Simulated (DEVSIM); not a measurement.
Structure: Pd/HfO2/SiO2/n-Si capacitor, at 300 K.

| layer (left to right) | material | thickness (nm) | Nd (cm⁻³) |
|---|---|---|---|
| 1 | HfO2 | 4.40 | - |
| 2 | SiO2 | 0.830 | - |
| 3 | Si | 630 | 8.4e17 |

Metal gate on the left, work function 5.2 eV. Fixed charge at the semiconductor interface 0 cm⁻² (in units of +e); interface traps 1e12 cm⁻² eV⁻¹, uniform in energy, neutral level at 0.5 of the gap above the valence band.

Constants are typed, rounded textbook-type inputs, not results; the design itself was drawn at random and stands for no fabricated device. Values at 300 K.

```
parameter      HfO2  SiO2       Si
-------------  ----  ----  -------
gap (eV)        5.7     9    1.124
affinity (eV)   2.5   0.9     4.05
permittivity     22   3.9     11.7
Nc (cm⁻³)         -     -  2.86e19
Nv (cm⁻³)         -     -   3.1e19
```

Simulated with DEVSIM: 1D Poisson equation in equilibrium, Boltzmann statistics, complete ionisation; no quantum confinement or tunnelling. Metal contacts follow the ideal Schottky-Mott rule: no Fermi-level pinning, no interface dipoles.

### Question
Tabulate band edges, carrier densities and field at 0.2 V on the gate.

### Answer
Energies count from the Fermi level of the right contact; mesh points crowd at the junctions.

```
x (μm)     Ec (eV)  Ev (eV)  n (cm⁻³)  p (cm⁻³)  field (V/cm)
---------  -------  -------  --------  --------  ------------
0.000        2.500   -3.200     < 1e2     < 1e2       -230000
0.0008774    2.480   -3.220     < 1e2     < 1e2       -230000
0.002129     2.451   -3.249     < 1e2     < 1e2       -230000
0.003360     2.423   -3.277     < 1e2     < 1e2       -230000
0.004545     3.978   -5.022     < 1e2     < 1e2      -1300000
0.004914     3.931   -5.069     < 1e2     < 1e2      -1300000
0.005644     0.725   -0.399     1.9e7    6.1e12       -400000
0.007863     0.640   -0.484     5.1e8    2.3e11       -370000
0.01128      0.521   -0.603    5.0e10     2.3e9       -320000
0.01777      0.338   -0.786    5.9e13   2000000       -240000
0.03100      0.133   -0.991    1.6e17       710        -75000
0.06887      0.091   -1.033    8.4e17       140           -27
0.1272       0.091   -1.033    8.4e17       140           ≈ 0
0.2379       0.091   -1.033    8.4e17       140           ≈ 0
0.4583       0.091   -1.033    8.4e17       140           ≈ 0
0.5458       0.091   -1.033    8.4e17       140           ≈ 0
0.5887       0.091   -1.033    8.4e17       140           ≈ 0
0.6121       0.091   -1.033    8.4e17       140           ≈ 0
0.6260       0.091   -1.033    8.4e17       140           ≈ 0
0.6311       0.091   -1.033    8.4e17       140           ≈ 0
0.6336       0.091   -1.033    8.4e17       140           ≈ 0
0.6352       0.091   -1.033    8.4e17       140           ≈ 0
```
